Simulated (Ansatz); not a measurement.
**How far a parabola holds: energy against volume of fluorite NiSi2**

We consider fluorite NiSi2, described by PBEsol (PAW; Ansatz, a program for electronic structure). Settings: plane-wave cutoff 520 eV, 18×18×18 k mesh, Fermi–Dirac smearing 0.05 eV, no spin polarisation, scalar-relativistic PAW data made under PBE. The cell has no free parameter but its volume, all volumes share cutoff and mesh, and the runs aren't spin-polarised. Energies are free energies at the run's smearing, counted from the lowest row; static lattice.

```csv
V (Å³/atom),E (meV/atom)
12.529,11.23
12.790,2.72
13.051,0.00
13.312,2.51
13.573,9.71
13.834,?
```

Q: Fit E against V with a parabola, and predict the withheld value at V = 13.834.

A: With u = V - 13.1, the rows have u = -0.5710, -0.3100, -0.0490, 0.2120, 0.4730. Least squares gives E = 0.030 + 2.521·u + 38.430·u². Residuals (row less fit): 0.110, -0.222, 0.001, 0.218, -0.110; standard error 0.246 (degrees of freedom: 2). The fitted curve has its minimum at V = 13.1, where E = -0.01. Its curvature is d²E/dV² = 2 × 38.430 meV/Å⁶, so B = V0·d²E/dV² × 0.1602 = 161 GPa. At the withheld row, u = 0.7340, so E = 0.030 + 2.521 × 0.7340 + 38.430 × 0.7340² = 22.585 meV/atom. The calculation gives 21.13 meV/atom, 1.455 meV/atom below the prediction (6.9 % of the range of E in the table). The row lies outside the fitted rows, so this is an extrapolation. From the scatter of the fitted rows alone, a prediction at this place has a standard error of 0.582 meV/atom, so the miss is 2.5 times that.

The residuals are curvature that a parabola lacks, not noise. A solid that stiffens under compression and softens on expansion lies above the parabola at the compressed end and under it at the expanded end, as this row does. A third-order Birch-Murnaghan fit to the whole scan has B0 = 160 GPa. Only scans are tabulated whose curvature falls smoothly with volume, and where the parabola meets the shown rows within 5 % of their range and misses the end by 0.1 meV or more.
